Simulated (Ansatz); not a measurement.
An Ansatz (a program for electronic structure) input (PBE in Ansatz (plane waves to 420 eV, PAW, no spin-orbit coupling)):

Ansatz 0.2 input:
```yaml
crystal:
  lattice:
    - [4.2776072774, 0, 0]
    - [2.1388036387, 3.7045165696, 0]
    - [0, 0, 7.2402197602]
  atoms:
    - { symbol: Cd, position: [0.3333333333, 0.3333333333, 0.0001251819] }
    - { symbol: Cd, position: [0.6666666667, 0.6666666667, 0.5001251819] }
    - { symbol: Se, position: [0.3333333333, 0.3333333333, 0.3758748181] }
    - { symbol: Se, position: [0.6666666667, 0.6666666667, 0.8758748181] }
basis: { ecutwfc: 420, ecutrho_ratio: 4, xc_grid: 2, fft_grid_basis: typed }
kpoints: { mp_grid: { grid: [9, 9, 5] } }
hamiltonian:
  xc: pbe
  dispersion: none
  pseudopotentials: { kind: paw }
scf: { occupations: { method: fermi_dirac, width: 0.05 } }
relax: { f_tol: 0.005, max_steps: 50, cell: { stress_tol: 0.01, fix: [a, b, gamma] } }
output: { forces: true, stress: true }
checkpoint: { write: state.ck, write_every: 1000 }
```

### Question
Which symmetry and how many k-points will the program report, and about how many plane waves at Γ?

### Answer
Space group P63mc (ITA 186) with 12 operations, k-points 36 of 405, and 2239 plane waves at Γ.

### Question
And the final pressure?

### Answer
1.29 GPa (compression positive).

The cells carry an imposed strain or load. No phonon test of stability was made. The cell was made from CdSe in the wurtzite structure (space group P6_3mc, No. 186) by this change: biaxial strain −2.40 %, plane normal [001], relaxed out of plane.
